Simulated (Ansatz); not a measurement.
**MgTe: band gap against strain**

MgTe (wurtzite, P6_3mc, 34.493 Å³/atom at rest, c along z) under an equal strain ε in the (0001) plane with the normal axis free, as in a coherent film. PBE in Ansatz, a plane-wave DFT program (PAW, default set), 420 eV, 8×8×5 Γ-centred mesh, Fermi-Dirac smearing 0.05 eV; ions are relaxed within the symmetry of each cell. Gaps are the smallest over the k-mesh and a band path, without spin-orbit coupling; in all rows the valence edge lies at Γ and the conduction edge at Γ.

Here s stands for strain and Eg for gap.

| strain (%) | gap (eV) |
|---|---|
| 0.00 | 2.370 |
| 0.60 | 2.302 |
| 1.20 | 2.234 |
| 1.80 | 2.166 |
| 3.00 | ? |

Question: Using a straight line, estimate the missing Eg at s = 3.00 from the other rows, showing the fit.

Answer: Means: s 0.90000, Eg 2.2680. About the means, the sum of products is -0.20400 and the sum of squares of s is 1.8000; the slope is their ratio. Least squares gives Eg = 2.3700 - 0.11333·s. Residuals (row less fit): 0.0000, 0.0000, 0.0000, 0.0000; standard error 0.0000 (degrees of freedom: 2). Over these rows the gap moves by -11 ± 0.02 eV per unit strain. At the withheld row, Eg = 2.3700 - 0.11333 × 3.0 = 2.0300 eV. The calculation gives 2.035 eV, 0.0050 eV above the prediction (1.5 % of the range of Eg in the table). The row lies outside the fitted rows, so this is an extrapolation. The fitted rows scatter only by rounding.

One order more, fitted to all 6 runs of the series, follows each within 0.001, so the miss is the next term of a smooth law. Spin-orbit coupling is left out, which can shift this property for MgTe. Rows are the converged runs of the series near zero and its far end; series whose fitted rows scatter by over a few per cent of the range, as at a crossing or softening among them, aren't shown in this form. Most that stay on the fit to the last digits aren't either.
